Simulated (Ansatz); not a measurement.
## Response to strain in hypothetical rock salt BP

Base system: BP in the rock salt structure (space group Fm-3m, No. 225; a = 4.289 Å; a hypothetical phase, not in the database extracts checked; relaxed with 0.1 eV smearing). Axes: x, y, z lie along the cube axes.

Strains are applied to the cell and any free atomic positions relax; under biaxial strain the out-of-plane vector relaxes too.

Level of theory: PBEsol/PAW in Ansatz (a first-principles code), no spin-orbit coupling.

Notes on the quantities. energy relative to the base: free energy F.

```csv
variant,volume per atom,energy relative to the base
base,9.86 Å³,0 meV/atom
"biaxial strain −2.28 %, plane normal [001], relaxed out of plane",9.72 Å³,+6.7 meV/atom
"biaxial strain +4.98 %, plane normal [110], relaxed out of plane",10.55 Å³,+46 meV/atom
isotropic strain +0.70 %,10.07 Å³,+2.3 meV/atom
uniaxial strain ε_yy = +4.80 %,10.34 Å³,+14 meV/atom
uniaxial strain ε_zz = −0.94 %,9.77 Å³,+0.7 meV/atom
uniaxial strain ε_zz = +0.50 %,9.91 Å³,+0.2 meV/atom
```

A biaxial case was relaxed in a doubled cell and then solved in the primitive one. Whether these cells are dynamically stable was not tested. All final runs are without spin polarisation.
